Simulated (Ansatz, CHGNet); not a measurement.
For HfSi (model structure, started from the NbAs type, I4₁md, No. 109, 4 atoms in the cell), the machine-learned potential CHGNet-r²SCAN (trained on r²SCAN data) gives:

```
Quantity                Value
-------------------  --------
lattice parameter a   3.566 Å
lattice parameter c  12.089 Å
```

**Question.** What does r²SCAN+rVV10 (Ansatz, a quantum-chemistry and plane-wave program, plane waves, PAW) give for the same quantities?

**Answer.** 
- lattice constant a: 3.401 Å (drops by 4.6 %)
- lattice parameter c: 13.481 Å (increases by 12 %)

Changes are worked out from the printed values.

Unless a cell is named, each level is at its own relaxed cell (CHGNet-r²SCAN 19.21, r²SCAN+rVV10 19.49 Å³/atom).

Levels without +SOC leave out spin–orbit coupling, which shifts energies and cells of such heavy elements.

Caveats: the cell has another shape than the first-principles one, perhaps another minimum in the same group (CHGNet-r²SCAN). Ansatz's density-functional and Hartree–Fock values are scalar-relativistic unless marked +SOC, with PAW data made under PBE.

A model structure was made by putting elements into a prototype or built by hand; it is no filed structure, need not be a known phase, and can be a saddle point held by its symmetry.
